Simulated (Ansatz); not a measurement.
# Ansatz run on RbAu5 (P6/mmm, 6 atoms in the cell): self-consistent single point

Computed with LDA (PW92), default PAW files made with PBE (plane waves; Ansatz, an electronic-structure program).

Input:

Ansatz 0.2 input:
```yaml
crystal:
  lattice:
    - [5.847311, 0.000000, 0.000000]
    - [-2.923656, 5.063920, 0.000000]
    - [0.000000, 0.000000, 4.523334]
  atoms:
    - { symbol: Rb, position: [0.000000, 0.000000, 0.000000] }
    - { symbol: Au, position: [0.666667, 0.333333, 0.000000] }
    - { symbol: Au, position: [0.333333, 0.666667, 0.000000] }
    - { symbol: Au, position: [0.500000, 0.000000, 0.500000] }
    - { symbol: Au, position: [0.500000, 0.500000, 0.500000] }
    - { symbol: Au, position: [0.000000, 0.500000, 0.500000] }
basis:
  ecutwfc: 30.9 Ry
kpoints:
  mp_grid: { grid: [7, 7, 7] }
hamiltonian:
  xc: lda
  pseudopotentials: { kind: paw }
scf:
  occupations: { method: fermi_dirac, width: 0.0073 Ry }
output:
  forces: true
  eigenvalues: true
  stress: true
```

Output, abridged:

```
WARN the atoms were moved onto the symmetric positions of the space group found under crystal.symmetry.tolerance 1.0e-5 (fractional …
WARN ansatz: RAYON_NUM_THREADS=1 ignored (pool sized by the plan → 1); use --threads N
Pseudopotentials: kind: paw
Pseudopotential: Rb, paw, valence charge 9
Pseudopotential: Au, paw, valence charge 19
Crystal: 6 atoms, lattice volume = 133.937 Å³
Basis set: ecut = 420.4159175005146 eV, 2595 PW (Γ)
Bands: 63, of which v1, the nominal top of the filled ones, is band 52 counted from 1 (51 counted from 0)
Symmetry: 24 space group operations
Space group: P6/mmm (ITA 191), of the structure as read, at distance tolerance 5.1e-5 Å
k-points: 32 of 343
PAW frozen core: Rb, regenerated for the run's functional, and the local potential with it
PAW frozen core: Au, regenerated for the run's functional, and the local potential with it
Initial density: superposition of atomic densities (neutral atoms: chi_scale 0, normalization atom), corrected by the library's trained network
Initial wavefunctions: pseudopotential atomic-orbital guess
Eigensolver: davidson
Functional: x = slater, c = lda
SCF iter   1: F=—  HF=-67496.301855 eV  |F-HF|=—  |Δ(HF+E_count)|=         —  Δρ=7.45e-3  dr2=6.80e-2  ethr=1.77e-3  ⟨swp⟩=6.3  Hψ=7741  notcnv=0  defer=37
all-band conjugate gradients solve this SCF's bands
preconditioner: auto → LDOS
SCF iter   2: F=—  HF=-67496.302653 eV  |F-HF|=—  |Δ(HF+E_count)|=   7.98e-4  Δρ=6.96e-3  dr2=6.61e-2  ethr=6.54e-5  ⟨swp⟩=2.0  Hψ=3992  notcnv=0  defer=79
SCF iter   3: F=—  HF=-67496.283234 eV  |F-HF|=—  |Δ(HF+E_count)|=   1.94e-2  Δρ=1.38e-3  dr2=2.21e-3  ethr=6.36e-5  ⟨swp⟩=2.5  Hψ=3233  notcnv=0  defer=79
SCF iter   4: F=—  HF=-67496.282479 eV  |F-HF|=—  |Δ(HF+E_count)|=   7.55e-4  Δρ=1.52e-4  dr2=3.27e-5  ethr=2.13e-6  ⟨swp⟩=2.1  Hψ=3255  notcnv=0  defer=79
SCF iter   5: F=—  HF=-67496.282475 eV  |F-HF|=—  |Δ(HF+E_count)|=   3.44e-6  Δρ=4.52e-5  dr2=3.09e-6  ethr=3.14e-8  ⟨swp⟩=2.0  Hψ=3593  notcnv=0  defer=79
SCF iter   6: F=-67496.282475 eV  HF=-67496.282475 eV  |F-HF|=7.57e-9  |Δ(HF+E_count)|=   7.25e-7  Δρ=4.13e-6  dr2=1.64e-8  ethr=9.62e-11  ⟨swp⟩=9.4  Hψ=10174  notcnv=0
SCF 1 converged in 6 iterations: F = -67496.282475 eV  dr2 = 1.64e-8
SCF converged after 6 iterations
Free energy (F): -67496.282475 eV
Harris-Foulkes:  -67496.282475 eV  (|F-HF|=7.57e-9)
Internal energy: -67496.231282 eV  (E = F + TS)
E sigma→0 (E₀):  -67496.256878 eV
Entropy (-TS):   -0.051193 eV (-8.532 meV/atom)
Fermi energy:    13.883262 eV
--- Per-component energies (eV) ---
  E_band       = -1650.552157
  E_kinetic    = 3215.354813
  E_local      = -13170.144543  (includes V_loc(G=0)·N_el)
  E_nonlocal   = 582.118545
  E_hartree    = 5553.273468
  E_xc         = -1260.329872
  E_vxc        = -1508.416106  (∫ρ·V_xc dr)
  E_paw        = -49640.324023  (= ΣΔE_a)
  E_vpaw       = -1876.026246  (= ΣTr[D̂ρ^β])
  E_aug_tail   = 0.006574  (compensation charges beyond the density's cutoff)
  E_ewald      = -12779.071090
  E_core_change = 2.884848  (= ΣΔE_core)
  E_smearing   = -0.051193  (= −TS)
  E_closure    = 0.000000  (closes the sum)
  Σ components = -67496.282475   (vs F -67496.282475, Δ=0.00e0)
--- Forces (eV/Å), atoms counted from 1 ---
  atom   1  Rb     0.00000000     0.00000000     0.00000000
   [... zero for the other atoms too ...]
  max |Σ_I F_I| component: 4.63e-18 eV/Å
--- Stress (GPa, compression-positive) ---
       -6.613146       0.000000       0.000000
        0.000000      -6.613146       0.000000
        0.000000       0.000000      -9.011180
  P = ⅓ Tr σ = -7.4125 GPa (-74.125 kbar)
  The stress holds the Pulay correction. Without it, at fixed plane waves, as pw.x and ABINIT print it: P = -7.4371 GPa
--- Band table (eV; the first three rows and the last of 32) ---
  k-point 0: bands = ["-91.6166", "-91.6114", "-91.6114", "-91.4880", "-91.4880", "-43.0576", "-43.0268", "-42.9644", "-42.9644", "-42.9243", "-42.9243", "-42.8878", "-42.8602", "-42.8602", "-42.8280", "-42.7985", "-42.7678", "-42.7678", "-42.7489", [...]
  k-point 1: bands = ["-91.6165", "-91.6114", "-91.6114", "-91.4881", "-91.4880", "-43.0671", "-43.0162", "-42.9630", "-42.9630", "-42.9295", "-42.9295", "-42.8781", "-42.8602", "-42.8602", "-42.8280", "-42.8095", "-42.7625", "-42.7625", "-42.7503", [...]
  k-point 2: bands = ["-91.6164", "-91.6114", "-91.6114", "-91.4882", "-91.4880", "-43.0855", "-42.9867", "-42.9598", "-42.9598", "-42.9402", "-42.9402", "-42.8602", "-42.8602", "-42.8593", "-42.8396", "-42.8280", "-42.7537", "-42.7537", "-42.7517", [...]
  k-point 31: bands = ["-91.6143", "-91.6134", "-91.6114", "-91.4882", "-91.4881", "-43.0457", "-43.0201", "-42.9480", "-42.9450", "-42.9442", "-42.9438", "-42.8742", "-42.8604", "-42.8600", "-42.8469", "-42.8427", "-42.7558", "-42.7510", [...]
```

The run converged in 6 iterations.

The starting cell comes from a database of computed structures (which also holds hypothetical and non-ambient phases and stackings), without a prior relaxation at this level. Its lattice was rescaled by up to half a per cent. Spin-orbit coupling is off. With a pressure of about -7 GPa the cell is away from its equilibrium volume at this level. Ansatz's pressure includes its estimate of the finite-basis (Pulay) stress.
